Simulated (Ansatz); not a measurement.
Start from HgSe in the zinc blende structure (space group F-43m, No. 216; a = 6.260 Å).

Calculations: Ansatz (a first-principles code) PBE, without spin-orbit coupling.

Modification: every Se is replaced by S; the structure is relaxed again.

Measured lattice parameter a: HgSe 6.085 Å (room temperature; as listed in Cardona et al., arXiv (2009)); HgS 5.841 Å (room temperature; as listed in Cardona et al., arXiv (2009)).

### Question
How well does PBE reproduce the measured shift?

### Answer
With PBE the lattice parameter a moves by -0.268 Å (6.260 → 5.992) against -0.244 Å measured.

Whether these cells are dynamically stable was not tested. All final runs are without spin polarisation.
